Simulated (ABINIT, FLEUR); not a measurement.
An ABINIT input for a self-consistent single point of MoIr (P-6m2, 2 atoms in the cell) (DFT, LDA (PW92), plane waves, PAW (JTH v2.0 LDA PAW)):

```
# MoIr, JTH v2.0 LDA PAW
pp_dirpath "./"
pseudos "Mo.LDA_PW-JTH.xml, Ir.LDA_PW-JTH.xml"
acell 3*1.0
rprim
         5.2762095768    0.0000000579    0.0000000000
        -2.6381048385    4.5693315003    0.0000000000
         0.0000000000    0.0000000000    8.4469245990
natom 2
ntypat 2
znucl 42 77
typat 1 2
xred
         0.0000000000    0.0000000000    0.0000000000
         0.3333333333    0.6666666667    0.5000000000
ecut 20
pawecutdg 40
pawxcdev 0
occopt 3
tsmear 0.05 eV
nband 21
kptopt 1
ngkpt 18 18 10
nshiftk 1
shiftk 0 0 0
nstep 50
tolvrs 1.0e-12
prtwf 0
prtden 0
```

Q: Write the same calculation as an input for FLEUR.

A: One input that does it (others would too):

Input of the input generator:

```
MoIr
&input film=f /
5.2762095768 0.0000000579 0.0000000000
-2.6381048385 4.5693315003 0.0000000000
0.0000000000 0.0000000000 8.4469245990
1.0
1.0 1.0 1.0

2
42 -0.0000001667 0.0000001667 0.0000000000
77 0.3333331667 0.6666668333 0.5000000000

&comp jspins=1 /
&exco xctyp='pz' /
&kpt div1=18 div2=18 div3=10 gamma=t /
&end /
```

```xml
<?xml version="1.0" encoding="UTF-8" standalone="no"?>
<fleurInput fleurInputVersion="0.39">
   <comment>
      MoIr                                                                                                
   </comment>
   <calculationSetup>
      <cutoffs Kmax="4.1" Gmax="16.4" GmaxXC="16.4" numbands="0"/>
      <scfLoop itmax="80" minDistance="0.00001" maxIterBroyd="99" imix="Anderson" alpha="0.05" precondParam="0.0" spinf="2.0"/>
      <coreElectrons ctail="T" frcor="F" kcrel="0" coretail_lmax="0"/>
      <xcFunctional name="pz" relativisticCorrections="F"/>
      <magnetism jspins="1"/>
      <soc l_soc="F" theta="0.0" phi="0.0" spav="F"/>
      <expertModes spex="0" secvar="F"/>
      <geometryOptimization l_f="T" forcealpha="1.0" forcemix="BFGS" epsdisp="0.00001" epsforce="0.00001"/>
      <ldaU l_linMix="F" mixParam="0.05" spinf="1.0"/>
   </calculationSetup>
   <cell>
      <bzIntegration valenceElectrons="29.0" mode="hist" fermiSmearingEnergy="0.00183747">
         <kPointListSelection listName="default-1"/>
         <!-- k-points included here -->
         <xi:include xmlns:xi="http://www.w3.org/2001/XInclude" href="kpts.xml"> </xi:include>
      </bzIntegration>
      <!-- symmetry operations included here -->
      <xi:include xmlns:xi="http://www.w3.org/2001/XInclude" href="sym.xml"> </xi:include>
      <bulkLattice scale="1.0">
         <bravaisMatrix>
            <row-1>    5.2762095768000004     0.0000000579000000     0.0000000000000000</row-1>
            <row-2>   -2.6381048384999999     4.5693315002999997     0.0000000000000000</row-2>
            <row-3>    0.0000000000000000     0.0000000000000000     8.4469245990000008</row-3>
         </bravaisMatrix>
      </bulkLattice>
   </cell>
   <atomSpecies>
      <species name="Molybdenum (Mo)" element="Mo" atomicNumber="42">
         <mtSphere radius="2.43" gridPoints="839" logIncrement="0.015"/>
         <atomicCutoffs lmax="10" lnonsphr="8"/>
         <electronConfig flipSpins="F">
            <coreConfig>(1s1/2) (2s1/2) (2p1/2) (2p3/2) (3s1/2) (3p1/2) (3p3/2) (3d3/2) (3d5/2)</coreConfig>
            <valenceConfig>(4s1/2) (4p1/2) (4p3/2) (5s1/2) (4d3/2) (4d5/2)</valenceConfig>
            <stateOccupation state="(5s1/2)" spinUp="0.5" spinDown="0.5"/>
            <stateOccupation state="(4d3/2)" spinUp="1.0" spinDown="1.0"/>
            <stateOccupation state="(4d5/2)" spinUp="1.5" spinDown="1.5"/>
         </electronConfig>
         <energyParameters s="5" p="5" d="4" f="4"/>
         <lo type="SCLO" l="0" n="4" eDeriv="0"/>
         <lo type="SCLO" l="1" n="4" eDeriv="0"/>
      </species>
      <species name="Iridium (Ir)" element="Ir" atomicNumber="77">
         <mtSphere radius="2.43" gridPoints="839" logIncrement="0.016"/>
         <atomicCutoffs lmax="10" lnonsphr="8"/>
         <electronConfig flipSpins="F">
            <coreConfig>(1s1/2) (2s1/2) (2p1/2) (2p3/2) (3s1/2) (3p1/2) (3p3/2) (4s1/2) (3d3/2) (3d5/2) (4p1/2) (4p3/2) (5s1/2) (4d3/2) (4d5/2) (4f5/2) (4f7/2)</coreConfig>
            <valenceConfig>(5p1/2) (5p3/2) (6s1/2) (5d3/2) (5d5/2)</valenceConfig>
            <stateOccupation state="(5d3/2)" spinUp="1.4" spinDown="1.4"/>
            <stateOccupation state="(5d5/2)" spinUp="2.1" spinDown="2.1"/>
         </electronConfig>
         <energyParameters s="6" p="6" d="5" f="5"/>
         <lo type="SCLO" l="1" n="5" eDeriv="0"/>
      </species>
   </atomSpecies>
   <atomGroups>
      <atomGroup species="Molybdenum (Mo)">
         <relPos label="                   1">.0000000000 .0000000000 .0000000000</relPos>
         <force calculate="T" relaxXYZ="TTT"/>
      </atomGroup>
      <atomGroup species="Iridium (Ir)">
         <relPos label="                   2">1.000/3.000 -1.000/3.000 1.000/2.000</relPos>
         <force calculate="T" relaxXYZ="TTT"/>
      </atomGroup>
   </atomGroups>
   <output dos="F" band="F" slice="F">
      <checks vchk="F" cdinf="F"/>
      <bandDOS minEnergy="-.5*Htr" maxEnergy="0.5*Htr" sigma="0.015" storeEVData="T"/>
      <vacuumDOS vacdos="F" integ="F" star="F" nstars="0" locx1="0.0" locy1="0.0" locx2="0.0" locy2="0.0" nstm="0" tworkf="0.0"/>
      <unfoldingBand unfoldBand="F" supercellX="1" supercellY="1" supercellZ="1"/>
      <plotting iplot="0" polar="F">
         <plot TwoD="T" vec1="  1.0  0.0  0.0" vec2="  0.0  1.0  0.0" vec3="  0.0  0.0  1.0" zero="  0.0  0.0  0.0" file="plot"/>
      </plotting>
      <chargeDensitySlicing numkpt="0" minEigenval="0.0" maxEigenval="0.0" nnne="0" pallst="F"/>
      <specialOutput eonly="F"/>
      <magneticCircularDichroism mcd="F" energyLo="-10.0" energyUp="0.0"/>
   </output>
  <!-- We include the file relax.xml here to enable relaxations (see documentation) -->
  <xi:include xmlns:xi="http://www.w3.org/2001/XInclude" href="relax.xml"> <xi:fallback/> </xi:include>
</fleurInput>
```

Basis, cutoffs, solver keys and any potentials are the target program's own. This input uses DFT, LDA (Perdew-Zunger), all-electron FLAPW (FLEUR), scalar-relativistic valence. LDA parametrisations can differ slightly between programs.

The starting cell comes from a database of computed structures (which also holds hypothetical and non-ambient phases and stackings), without a prior relaxation at this level.
